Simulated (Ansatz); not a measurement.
**Nb: pressure series**

Base system: Nb in the bcc (W type) structure (space group Im-3m, No. 229; a = 3.3096 Å).

Cell and atoms are relaxed at each pressure.

Calculations: Ansatz (a quantum-chemistry and plane-wave program), PBE, PAW, cutoff 420 eV, without spin-orbit coupling.

Notes on the quantities. enthalpy: H = E + PV relative to the base's energy.

| case | enthalpy | lattice parameter a |
|---|---|---|
| base | – | 3.310 Å |
| pressure −2 GPa | -0.23 eV/atom | 3.323 Å |
| pressure −1 GPa | -0.11 eV/atom | 3.316 Å |
| pressure 0.9 GPa | +0.10 eV/atom | 3.304 Å |
| pressure 2.1 GPa | +0.24 eV/atom | … |
| pressure 4.5 GPa | +0.50 eV/atom | 3.282 Å |
| pressure 9 GPa | +0.99 eV/atom | 3.257 Å |
| pressure 15 GPa | +1.63 eV/atom | 3.226 Å |
| pressure 22.5 GPa | +2.40 eV/atom | 3.193 Å |
| pressure 30 GPa | +3.15 eV/atom | 3.163 Å |

Fill in the withheld entries from the trend.


- pressure 2.1 GPa, lattice parameter a: 3.296 Å

Load acts through the strain it causes; cell and atoms are relaxed under it. Whether these cells are dynamically stable was not tested. Competing high-pressure phases were not computed. All final runs are without spin polarisation.
